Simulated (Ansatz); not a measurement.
**K2CO3 (C2/c, No. 15, 12 atoms in the cell; start mp-554072; a measured phase of this formula has another space group)**

The numbers are results of r²SCAN-D4 (plane waves, PAW; Ansatz, a quantum-chemistry and plane-wave program), not measurements.

Settings: plane-wave cutoff 500 eV, 8×8×6 k mesh (along the axes of the cell as run), gaussian smearing 0.02 eV, scalar-relativistic PAW data made under PBE.

Cell (relaxed at this level):

```xyz
12
Lattice="2.7861 -5.0089 -0.0046 2.7861 5.0089 -0.0046 -1.2872 0.0000 6.5838" Properties=species:S:1:pos:R:3 pbc="T T T"
K      1.8207     1.6619     4.9332
K      2.4643    -1.6619     1.6413
K     -0.6436     0.0000     3.2919
K      0.0000     0.0000     0.0000
C      2.4643     1.6843     1.6413
C      1.8207    -1.6843     4.9332
O      2.8575    -1.0424     4.5083
O      1.4275     1.0424     2.0662
O      0.7839    -1.0424     5.3581
O      3.5010     1.0424     1.2164
O      1.8207    -2.9755     4.9332
O      2.4643     2.9755     1.6413
```

- band gap: 4.68 eV (on the SCF k mesh)

Note: the relaxation could not lower the start's symmetry, so the cell can be a saddle point above a distorted one.

A start named mp-… is a Materials Project structure, which need not be a measured phase.
